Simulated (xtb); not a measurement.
xtb 6.7.1, GFN1-xTB: Cr(NH)(NMe)(SH)(OSiH3) (C[N]=[Cr](=[NH])([SH])[O][SiH3]), 15 atoms. The geometry is a generated start, not checked to be a minimum at this level.

| Property | Result |
|---|---|
| method | GFN1-xTB |
| --acc | 1 (default) |
| --etemp (K) | 300 (default) |
| detailed input (--input) | none: ANC optimiser, Lindh (1995) Hessian, microcycle=20, maxdispl=1.0, hlow=0.01 (default) |
| basis functions | 62 |
| valence electrons | 44 |

```xyz
15

Cr    -0.5525    -0.5477     0.2663
N     -0.9085    -2.1432     0.1838
H     -1.1304    -3.0981    -0.0721
N     -0.6782     0.3036    -1.1285
C     -0.8189     0.7583    -2.4374
H     -1.7845     1.2692    -2.5433
H     -0.0227     1.4665    -2.6961
H     -0.7985    -0.0820    -3.1433
S     -2.2871     0.2871     1.4896
H     -2.3801     1.5018     0.9525
O      0.9317    -0.1879     1.1110
Si     2.3380     0.0623     1.8548
H      1.9796     0.7059     3.1263
H      3.1378     0.9512     0.9991
H      2.9744    -1.2470     2.0372
```

Charge 0 and multiplicity 1 are set for this test and not shown to be the ground state.

The structure is relaxed from this start with --opt LEVEL for the levels crude, sloppy, loose, lax, normal, tight, vtight, extreme, once each. Up to the end of the extreme run atoms move by at most 0.33 Å along an axis.

Task: Choose the cheapest level whose final energy lies within 5 meV of that of extreme.

Result: sloppy: 6 cycles against 94, ending 3.8 meV above.

| level | cycles | energy above the extreme run (meV) | gradient norm (eV/Å) |
|---|---|---|---|
| crude | 4 | 9.0 | 0.40 |
| sloppy | 6 | 3.8 | 0.14 |
| loose | 7 | 3.0 | 0.11 |
| lax | 8 | 2.5 | 0.086 |
| normal | 12 | 1.1 | 0.028 |
| tight | 18 | 0.76 | 0.013 |
| vtight | 68 | 0.076 | 0.0014 |
| extreme | 94 | — | 0.0011 |
